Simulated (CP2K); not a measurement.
A user runs CP2K on TiO2 (P1, 6 atoms in the cell) and asks whether the run is sound. The aim is a self-consistent single point with DFT LDA (Pade form), GPW, DZVP-MOLOPT-SR-GTH basis, GTH-PADE potentials (GTH_POTENTIALS).

Cell that was meant: a = 5.5015 Å, b = 5.5015 Å, c = 5.5015 Å, α = 139.79°, β = 139.79°, γ = 58.18°.

Part of the input:

```
    &END COORD
    &KIND Ti
      BASIS_SET DZVP-MOLOPT-SR-GTH
      POTENTIAL GTH-PBE-q12
    &END KIND
    &KIND O
      BASIS_SET DZVP-MOLOPT-SR-GTH
      POTENTIAL GTH-PBE-q6
    &END KIND
  &END SUBSYS
  &PRINT
```

Log, with long lists cut:

```
 GLOBAL| Method name                                                        CP2K
   [... lines left out ...]
                        No outer SCF

 Extrapolation method: initial_guess

 Number of electrons:                                                         48
 Number of occupied orbitals:                                                 24
 Number of molecular orbitals:                                                33

 Number of orbital functions:                                                104
 Number of independent orbital functions:                                    104
 SCF WAVEFUNCTION OPTIMIZATION

  Step     Update method      Time    Convergence         Total energy    Change
     1 NoMix/Diag. 0.30E+00      -     2.01156790      -180.7709937797 -1.81E+02
     2 Broy./Diag. 0.30E+00      -     0.17811890      -178.3760909684  2.39E+00
     3 Broy./Diag. 0.30E+00      -     0.17983014      -180.3729784658 -2.00E+00
     4 Broy./Diag. 0.30E+00      -     0.06664353      -180.7979343915 -4.25E-01
     5 Broy./Diag. 0.30E+00      -     0.05376770      -180.1320324883  6.66E-01
     6 Broy./Diag. 0.30E+00      -     0.00487078      -180.1591027853 -2.71E-02
   [... 10 lines left out ...]
    17 Broy./Diag. 0.30E+00      -     0.00000324      -180.3924920465 -5.74E-05
    18 Broy./Diag. 0.30E+00      -     0.00000260      -180.3924983803 -6.33E-06
    19 Broy./Diag. 0.30E+00      -     0.00000168      -180.3924476763  5.07E-05
    20 Broy./Diag. 0.30E+00      -     0.00000049      -180.3924271049  2.06E-05
  *** SCF run converged in    20 steps ***

  Overlap energy of the core charge distribution:               0.00000000000016
  Self energy of the core charge distribution:               -379.90298629198736
  Core Hamiltonian energy:                                    100.56637762656338
  Hartree energy:                                             127.05122867927106
  Exchange-correlation energy:                                -28.10704711870469
  Smearing free energy correction:                              0.00000000000000
  Fermi energy:                                                 0.22368280684363

  Total energy:                                              -180.39242710485743
  Total energy (extrapolated to sigma->0):                   -180.39242710485743

   [... lines left out ...]
 STRESS|                        x                   y                   z
 STRESS|      x       -2.79983574195E+04   1.74911355925E+04   1.43216718402E+04
 STRESS|      y        1.74911355925E+04  -3.89056506717E+04  -8.18123799619E+03
 STRESS|      z        1.43216718402E+04  -8.18123799619E+03  -5.18556458207E+04
 STRESS| 1/3 Trace                                            -3.95865513040E+04
```

Problem. Can these results be used? Check the input.

Solution. The run is not sound. The fault is potentials made for another functional. A pseudopotential or PAW dataset holds the core screening of the functional that it was made with. To fix it, use potentials made for the functional of the run. The run converged in 20 iterations without an error; against the sound input the pressure goes from -6.55 to -3.96 GPa, the largest force goes from 0.759 to 0.783 eV/Å and the gap on the mesh goes from 2.073 to 2.088 eV.

An input that runs soundly differs in these lines (not the only fix; some lines may just follow from the change or write a value another way):
```diff
-      POTENTIAL GTH-PBE-q12
+      POTENTIAL GTH-PADE-q12
-      POTENTIAL GTH-PBE-q6
+      POTENTIAL GTH-PADE-q6
```

With that input, the run converged in 20 iterations: free energy E − TS -4921.3427 eV; top of the valence band (on the code's own zero) 5.00 eV; gap on the k-point mesh 2.07 eV; pressure -6.55 GPa; largest force (vector length) 0.759 eV/Å (DFT LDA (Pade form), GPW, DZVP-MOLOPT-SR-GTH basis, GTH-PADE potentials (GTH_POTENTIALS)).

On the sound input: the starting cell comes from a database of computed structures (which also holds hypothetical and non-ambient phases and stackings), without a prior relaxation at this level. Its atoms were displaced at random from the sites of space group no. 141. Values carry the incompleteness of an atom-centred basis. With a pressure of about -7 GPa the cell is away from its equilibrium volume at this level.
